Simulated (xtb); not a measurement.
xtb 6.7.1, GFN2-xTB: B(Cl)(OMe)(SiH3) (COB([SiH3])Cl), 11 atoms. The geometry is a generated start, not checked to be a minimum at this level.

| Item | Result |
|---|---|
| method | GFN2-xTB |
| --acc | 1 (default) |
| --etemp (K) | 300 (default) |
| detailed input (--input) | none: ANC optimiser, Lindh (1995) Hessian, microcycle=20, maxdispl=1.0, hlow=0.01 (default) |
| basis functions | 38 |
| valence electrons | 30 |

```xyz
11

B      0.7412    -0.2064     0.7793
Cl     1.8924    -0.4485     2.0733
O      0.8100    -1.1617    -0.1489
C      0.0131    -1.2322    -1.3142
H      0.0813    -0.3066    -1.8869
H      0.3865    -2.0643    -1.9119
H     -1.0308    -1.4129    -1.0494
Si    -0.4620     1.3724     0.8526
H     -1.3352     1.3522     2.0302
H     -1.3664     1.4665    -0.3066
H      0.2700     2.6415     0.8825
```

The structure is relaxed from this start with --opt LEVEL for the levels crude, sloppy, loose, lax, normal, tight, vtight, extreme, once each. Up to the end of the extreme run atoms move by at most 1.0 Å along an axis.

Q: What is the loosest level that ends within 20 meV of the extreme run, and how many cycles does it take?

A: tight: 70 cycles against 80, ending 0.030 meV above.

```json
[
 {"level": "crude", "cycles": "1", "energy above the extreme run (meV)": "33", "gradient norm (eV/Å)": "0.18"},
 {"level": "sloppy", "cycles": "1", "energy above the extreme run (meV)": "33", "gradient norm (eV/Å)": "0.18"},
 {"level": "loose", "cycles": "1", "energy above the extreme run (meV)": "33", "gradient norm (eV/Å)": "0.18"},
 {"level": "lax", "cycles": "2", "energy above the extreme run (meV)": "33", "gradient norm (eV/Å)": "0.10"},
 {"level": "normal", "cycles": "4", "energy above the extreme run (meV)": "32", "gradient norm (eV/Å)": "0.040"},
 {"level": "tight", "cycles": "70", "energy above the extreme run (meV)": "0.030", "gradient norm (eV/Å)": "0.0075"},
 {"level": "vtight", "cycles": "73", "energy above the extreme run (meV)": "0.018", "gradient norm (eV/Å)": "0.0022"},
 {"level": "extreme", "cycles": "80", "energy above the extreme run (meV)": "—", "gradient norm (eV/Å)": "0.00094"}
]
```
